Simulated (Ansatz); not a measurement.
The structure below was relaxed with plane-wave PAW DFT at the PBEsol level (Ansatz, an electronic-structure program, 420 eV), no SOC.

Space group Fm-3m (No. 225); a = b = c = 5.9178 Å, α = β = γ = 90.00°

| atom | site | symmetry | x | y | z |
|---|---|---|---|---|---|
| Bi | 4a | m-3m | 0.0000 | 0.0000 | 0.0000 |
| Ge | 4b | m-3m | 0.5000 | 0.5000 | 0.5000 |

### Question
Write out a cell with all atoms.

### Answer
```cif
data_Bi4Ge4
_chemical_formula_sum 'Bi4 Ge4'
_space_group_name_H-M_alt 'P 1'
_space_group_IT_number 1
_cell_length_a 5.91783
_cell_length_b 5.91783
_cell_length_c 5.91783
_cell_angle_alpha 90.000
_cell_angle_beta 90.000
_cell_angle_gamma 90.000
loop_
_space_group_symop_operation_xyz
  'x, y, z'
loop_
_atom_site_label
_atom_site_type_symbol
_atom_site_fract_x
_atom_site_fract_y
_atom_site_fract_z
_atom_site_occupancy
Bi1 Bi 0.00000 0.00000 0.00000 1
Ge1 Ge 0.50000 0.00000 0.00000 1
Bi2 Bi 0.00000 0.50000 0.50000 1
Ge2 Ge 0.50000 0.50000 0.50000 1
Bi3 Bi 0.50000 0.00000 0.50000 1
Ge3 Ge 0.00000 0.00000 0.50000 1
Bi4 Bi 0.50000 0.50000 0.00000 1
Ge4 Ge 0.00000 0.50000 0.00000 1
```
This is the conventional cell.

Stability against distortions was not tested. All final runs are without spin polarisation. An odd electron count without spin: BiGe. The cell was made from CrGe by this change: Cr → Bi; the result is a hypothetical phase, not in the database extracts checked.
